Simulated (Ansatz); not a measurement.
## Pressure series in WSi2

The reference is WSi2 (space group I4/mmm, No. 139; a = 3.2292 Å, c = 7.8672 Å).

Cell and atoms are relaxed at each pressure.

All numbers come from Ansatz (an electronic-structure program) PBE, scalar-relativistic without spin-orbit coupling.

Notes on the quantities. enthalpy: H = E + PV relative to the base's energy.

```json
[
 {"variant": "base", "enthalpy": "–", "shortest interatomic distance": "260.3 pm"},
 {"variant": "pressure −2 GPa", "enthalpy": "-0.17 eV/atom", "shortest interatomic distance": "260.7 pm"},
 {"variant": "pressure −1 GPa", "enthalpy": "-0.09 eV/atom", "shortest interatomic distance": "[?]"},
 {"variant": "pressure 1.8 GPa", "enthalpy": "+0.15 eV/atom", "shortest interatomic distance": "259.8 pm"},
 {"variant": "pressure 4.2 GPa", "enthalpy": "+0.36 eV/atom", "shortest interatomic distance": "[?]"},
 {"variant": "pressure 9 GPa", "enthalpy": "+0.75 eV/atom", "shortest interatomic distance": "258.4 pm"},
 {"variant": "pressure 18 GPa", "enthalpy": "+1.48 eV/atom", "shortest interatomic distance": "256.8 pm"},
 {"variant": "pressure 30 GPa", "enthalpy": "+2.42 eV/atom", "shortest interatomic distance": "[?]"},
 {"variant": "pressure 45 GPa", "enthalpy": "+3.54 eV/atom", "shortest interatomic distance": "249.5 pm"},
 {"variant": "pressure 60 GPa", "enthalpy": "+4.62 eV/atom", "shortest interatomic distance": "246.2 pm"}
]
```

Task: Some entries are withheld; estimate them.

Result: 
- pressure −1 GPa, shortest interatomic distance: 260.5 pm
- pressure 4.2 GPa, shortest interatomic distance: 259.4 pm
- pressure 30 GPa, shortest interatomic distance: 253.4 pm

Load acts through the strain it causes; cell and atoms are relaxed under it. Whether these cells are dynamically stable was not tested. No other phases were tried under pressure. The final runs are not spin-polarised.
